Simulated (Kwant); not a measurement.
Model system: circular cavity between two wires in a InSb two-dimensional gas. Effective mass 0.014 mₑ, grid spacing 12 nm, hard walls, nominal width 150 nm (13 grid rows, so walls 168 nm apart), one parabolic valley, scattering region 1400 nm long along x; energies count from the band bottom; Fermi energy swept from 0.000955 to 0.014325 eV. Cavity of radius 300 nm, straight part 0 nm, centre moved sideways by 120 nm.

Constants are typed, rounded textbook-type inputs, not results; the design itself was drawn at random and stands for no fabricated device.

Model: effective-mass tight-binding model on a square grid, one spin, coherent transport at 0 K (Kwant). Conductance is in e²/h.

Question: How many channels do the leads carry at E = 7.81 meV?

Answer: The hard-wall thresholds are n² ħ²π²/(2mW²) = n² × 0.952 meV with W = 168 nm. √(7.81/0.952) = 2.86, so 2.
